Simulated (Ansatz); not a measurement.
# GaCuSe2 under a change: biaxial strain +0.75 %, plane normal [001], relaxed out of plane

The reference is GaCuSe₂ in the chalcopyrite structure (space group I-42d, No. 122; a = 5.570 Å, c = 11.075 Å). Axes: x, y, z lie along a, b, c of the conventional cell.

One thing is altered: biaxial strain +0.75 %, plane normal [001], relaxed out of plane (Cartesian); in-plane vectors clamped, the third vector and the atoms free.

Calculations: PBEsol (Ansatz, an electronic-structure program; PAW; 420 eV plane waves; without spin-orbit coupling). k-mesh 8×8×8 (Γ-centred); smearing 0.05 eV (Fermi–Dirac).

- Volume per atom = 21.60 Å³ (base 21.47 Å³)
- Shortest interatomic distance = 2.387 Å (base 2.381 Å)
- Energy relative to the base (free energy F) = +0.6 meV/atom
- Pressure (mean of the normal stresses, compression positive) = -0.42 GPa (base 0.00 GPa)
- Band gap = 0.08 eV (base 0.12 eV)
- Gap character = direct at Γ (base direct at Γ)
- Width of the top valence band = 1.04 eV (base 1.02 eV)
- Valence-band top at Γ (three highest levels, from the VBM) = 0.00, -0.13, -0.13 eV (base 0.00, -0.09, -0.09 eV)
- Out-of-plane strain = -0.91 %
- Mean in-plane stress (compression positive) = -0.6 GPa

Final structure (turned so that z lies along the plane normal):

```
GaCuSe2
1.0
    5.61181     0.00000     0.00000
    0.00000     5.61181     0.00000
    2.80591    -2.80591     5.48726
Ga Cu Se
2 2 4
Direct
  0.50000   0.50000   0.00000
  0.75000   0.75000   0.50000
  0.00000   0.00000   0.00000
  0.25000   0.25000   0.50000
  0.62500   0.36724   0.25000
  0.36724   0.12500   0.75000
  0.12500   0.88276   0.25000
  0.88276   0.62500   0.75000
```

Cost of the whole job for the changed cell (relaxation, final SCF and bands): roughly 7 core-minutes.

Whether these cells are dynamically stable was not tested. The final runs are not spin-polarised. A zero or small gap of GaCuSe2 can be the functional's error rather than a property of the material.
